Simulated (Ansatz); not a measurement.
The starting structures come from a database of crystals and need not be the phases stable at ambient conditions.

 Where the default PAW files enter, the runs use the earlier of Ansatz's two default sets.

Here is the system:

```yaml
crystal:
  lattice:
    - [4.16811, 0.00000, 0.00000]
    - [-2.08406, 3.60969, 0.00000]
    - [0.00000, 0.00000, 6.83999]
  atoms:
    - { symbol: In, position: [0.66667, 0.33333, 0.50020] }
    - { symbol: In, position: [0.33333, 0.66667, 0.00020] }
    - { symbol: P, position: [0.66667, 0.33333, 0.87480] }
    - { symbol: P, position: [0.33333, 0.66667, 0.37480] }
```

Space group of this cell: P6_3mc, wurtzite. The cell is taken as given.

All values below come from r2SCAN (plane waves, PAW; Ansatz, a quantum-chemistry and plane-wave program).

The current runs along the normal of the first two printed vectors; no spin-orbit coupling. Scaled by the factor s: all lengths (ions clamped). Meshes 12×12×6 and 12×12 across the current in all rows.

```csv
s,mean pressure (GPa),slowest mid-gap decay constant κ (1/Å)
0.98,4.9,0.091
1.00,0.1,0.073
1.02,-3.4,?
```

Q: Take the slope of the slowest mid-gap decay constant κ against ln s from the two given rows, extrapolate to s = 1.02, and say what the run there gives.

A: Slope = (0.091 − 0.073) / ln 0.98 = -0.891 1/Å. The line gives 0.073 + (-0.891) × ln 1.02 = 0.055 1/Å. The run gives 0.053 1/Å, 0.002 1/Å under the line, 13 % of the predicted step.
